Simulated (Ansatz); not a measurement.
Base system: a 32-atom supercell of AlN in the wurtzite structure (space group P6_3mc, No. 186; a = 3.114 Å, c = 4.983 Å) at its relaxed geometry.

Calculations: PBEsol, PAW, 420 eV (Ansatz, a first-principles code; no spin-orbit coupling), earlier PAW set.

Base values:

Pressure: 0.0 GPa
Gap of the supercell: 4.10 eV

Now apply this change: one Al atom is removed, atoms relaxed at fixed cell, starting from a slightly rattled geometry.

Problem. Estimate the effect on the largest displacement of a host atom from its site in the perfect cell, pressure, gap of the supercell and total moment of the cell.

Solution. The largest displacement of a host atom from its site in the perfect cell amounts to 0.22 Å; the pressure goes from zero to 2.1 GPa; the gap of the supercell drops by 3.96 eV to 0.14 eV; the total moment of the cell amounts to 3.0 μB.

The magnetic state is the one reached from the starting moments; the real material's order can differ, and small cells can't hold many antiferromagnetic ones. The cell is small, so the values are those of an ordered compound at a high defect concentration; dilute-limit values will differ. The defect cell is spin-polarised and ends with 3.0 μB.
